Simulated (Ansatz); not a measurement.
## A computed series for BeS: response to strain

Take BeS in the zinc blende structure (space group F-43m, No. 216) as the base.

```
CELL_PARAMETERS angstrom
      0.00000     2.43806     2.43806
      2.43806     0.00000     2.43806
      2.43806     2.43806     0.00000
ATOMIC_POSITIONS crystal
  Be 0.00000 0.00000 0.00000
  S  0.25000 0.25000 0.25000
```

Strains are applied to the cell and any free atomic positions relax.

All numbers come from PBE (Ansatz, a quantum-chemistry and plane-wave program, PAW, spin-orbit coupling left out).

Candidates:
(a) isotropic strain +0.50 %
(b) isotropic strain −2.00 %
(c) isotropic strain +1.00 %
(d) isotropic strain −0.50 %
(e) isotropic strain +2.50 %

Base values:

```
Item       Result
--------  -------
Band gap  3.15 eV
```

Task: Order them by band gap, lowest first.

Result: (b) isotropic strain −2.00 % (3.01 eV), (d) isotropic strain −0.50 % (3.11 eV), (a) isotropic strain +0.50 % (3.18 eV), (c) isotropic strain +1.00 % (3.21 eV), (e) isotropic strain +2.50 % (3.29 eV)

Whether these cells are dynamically stable was not tested.
